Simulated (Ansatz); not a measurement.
# A self-consistent single point of InBi (F-43m, 2 atoms in the cell) with Ansatz

Level of theory: LDA (PW92), default PAW files made with PBE (plane waves; Ansatz, a first-principles code).

Input:

Ansatz 0.2 input:
```yaml
# InBi
crystal:
  lattice:
    - [0.00000000, 3.39369100, 3.39369100]
    - [3.39369100, 0.00000000, 3.39369100]
    - [3.39369100, 3.39369100, 0.00000000]
  atoms:
    - { symbol: In, position_ang: [0.00000000, 0.00000000, 0.00000000] }
    - { symbol: Bi, position_ang: [1.69684550, 1.69684550, 1.69684550] }
basis:
  ecutwfc: 420.0 eV
kpoints:
  mp_grid:
    grid: [9, 9, 9]
hamiltonian:
  xc: lda
  pseudopotentials:
    kind: paw
scf:
  occupations:
    method: gaussian
    width: 0.1 eV
output:
  forces: true
  eigenvalues: true
  stress: true
```

Log, with long lists cut:

```
WARN ansatz: RAYON_NUM_THREADS=1 ignored (pool sized by the plan → 1); use --threads N
Pseudopotentials: kind: paw
Pseudopotential: In, paw, valence charge 13
Pseudopotential: Bi, paw, valence charge 15
Crystal: 2 atoms, lattice volume = 78.171 Å³
Basis set: ecut = 420 eV, 1471 PW (Γ)
Bands: 18, of which v1, the nominal top of the filled ones, is band 14 counted from 1 (13 counted from 0)
Symmetry: 24 space group operations
Space group: F-43m (ITA 216), of the structure as read, at distance tolerance 4.3e-5 Å
k-points: 35 of 729 (time reversal used)
PAW frozen core: In, regenerated for the run's functional, and the local potential with it
PAW frozen core: Bi, regenerated for the run's functional, and the local potential with it
Initial density: superposition of atomic densities (neutral atoms: chi_scale 0, normalization atom), corrected by the library's trained network
Initial wavefunctions: pseudopotential atomic-orbital guess
Eigensolver: davidson
Functional: x = slater, c = lda
SCF iter   1: F=—  HF=-17542.910088 eV  |F-HF|=—  |Δ(HF+E_count)|=         —  Δρ=5.44e-3  dr2=1.78e-2  ethr=1.77e-3  ⟨swp⟩=5.8  Hψ=3368  notcnv=0
all-band conjugate gradients solve this SCF's bands
preconditioner: auto → Kerker (q_TF=auto, 2.299 Å⁻¹)
SCF iter   2: F=—  HF=-17542.905324 eV  |F-HF|=—  |Δ(HF+E_count)|=   4.76e-3  Δρ=2.39e-3  dr2=5.19e-3  ethr=6.34e-5  ⟨swp⟩=2.4  Hψ=1126  notcnv=0
SCF iter   3: F=—  HF=-17542.904276 eV  |F-HF|=—  |Δ(HF+E_count)|=   1.05e-3  Δρ=5.95e-4  dr2=7.56e-4  ethr=1.85e-5  ⟨swp⟩=2.1  Hψ=1111  notcnv=0
SCF iter   4: F=—  HF=-17542.904273 eV  |F-HF|=—  |Δ(HF+E_count)|=   2.44e-6  Δρ=2.63e-4  dr2=1.48e-4  ethr=2.70e-6  ⟨swp⟩=1.0  Hψ=630  notcnv=0
SCF iter   5: F=—  HF=-17542.904285 eV  |F-HF|=—  |Δ(HF+E_count)|=   1.21e-5  Δρ=8.86e-5  dr2=1.29e-5  ethr=5.29e-7  ⟨swp⟩=2.0  Hψ=784  notcnv=0
SCF iter   6: F=—  HF=-17542.904269 eV  |F-HF|=—  |Δ(HF+E_count)|=   1.60e-5  Δρ=2.14e-5  dr2=6.00e-7  ethr=4.62e-8  ⟨swp⟩=2.1  Hψ=733  notcnv=0
SCF iter   7: F=-17542.904269 eV  HF=-17542.904269 eV  |F-HF|=1.16e-10  |Δ(HF+E_count)|=   3.55e-8  Δρ=3.79e-6  dr2=8.45e-9  ethr=3.57e-10  ⟨swp⟩=7.5  Hψ=3292  notcnv=0
SCF 1 converged in 7 iterations: F = -17542.904269 eV  dr2 = 8.45e-9
SCF converged after 7 iterations
Free energy (F): -17542.904269 eV
Harris-Foulkes:  -17542.904269 eV  (|F-HF|=1.16e-10)
Internal energy: -17542.901621 eV  (E = F + TS)
E sigma→0 (E₀):  -17542.902945 eV
Entropy (-TS):   -0.002648 eV (-1.324 meV/atom)
Fermi energy:    6.392245 eV
--- Per-component energies (eV) ---
  E_band       = -224.757689
  E_kinetic    = 546.418844
  E_local      = -3218.420690  (includes V_loc(G=0)·N_el)
  E_nonlocal   = 932.046900
  E_hartree    = 1175.512977
  E_xc         = -362.820452
  E_vxc        = -244.235554  (∫ρ·V_xc dr)
  E_paw        = -14367.953332  (= ΣΔE_a)
  E_vpaw       = -591.588115  (= ΣTr[D̂ρ^β])
  E_aug_tail   = -0.000504  (compensation charges beyond the density's cutoff)
  E_ewald      = -2247.965016
  E_core_change = 0.279652  (= ΣΔE_core)
  E_smearing   = -0.002648  (= −TS)
  E_closure    = -0.000000  (closes the sum)
  Σ components = -17542.904269   (vs F -17542.904269, Δ=0.00e0)
--- Forces (eV/Å), atoms counted from 1 ---
  atom   1  In     0.00000000     0.00000000     0.00000000
  atom   2  Bi    -0.00000000    -0.00000000    -0.00000000
  max |Σ_I F_I| component: 4.63e-17 eV/Å
--- Stress (GPa, compression-positive) ---
       -2.124862      -0.000000       0.000000
        0.000000      -2.124862       0.000000
        0.000000       0.000000      -2.124862
  P = ⅓ Tr σ = -2.1249 GPa (-21.249 kbar)
  The stress holds the Pulay correction. Without it, at fixed plane waves, as pw.x and ABINIT print it: P = -2.1417 GPa
--- Band table (eV; the first three rows and the last of 35) ---
  k-point 0: bands = ["-15.8641", "-15.8641", "-15.8641", "-15.8367", "-15.8367", "-8.0197", "-8.0197", "-8.0197", "-7.9595", "-7.9595", "-5.0491", "4.4136", "6.5251", "6.5251", "6.5251", "9.3364", "9.3364", "9.3364"]
  k-point 1: bands = ["-15.8641", "-15.8638", "-15.8638", "-15.8366", "-15.8366", "-8.0276", "-8.0179", "-8.0179", "-7.9598", "-7.9598", "-4.9665", "3.8063", "6.3723", "6.3723", "6.7029", "9.4579", "9.5462", "9.5462"]
  k-point 2: bands = ["-15.8641", "-15.8632", "-15.8632", "-15.8361", "-15.8361", "-8.0471", "-8.0133", "-8.0133", "-7.9605", "-7.9605", "-4.7405", "2.7060", "6.0596", "6.0596", "6.6406", "9.9392", "9.9392", "10.2852"]
  k-point 34: bands = ["-15.8642", "-15.8627", "-15.8595", "-15.8363", "-15.8334", "-8.1068", "-7.9947", "-7.9929", "-7.9653", "-7.9627", "-3.8781", "0.9024", "3.8515", "4.2960", "9.2768", "9.6589", "10.5313", "11.6809"]
```

The run converged in 7 iterations.

The starting cell comes from a database of computed structures (which also holds hypothetical and non-ambient phases and stackings), without a prior relaxation at this level. Its lattice was rescaled by up to half a per cent. Spin-orbit coupling is off. Ansatz's pressure includes its estimate of the finite-basis (Pulay) stress.
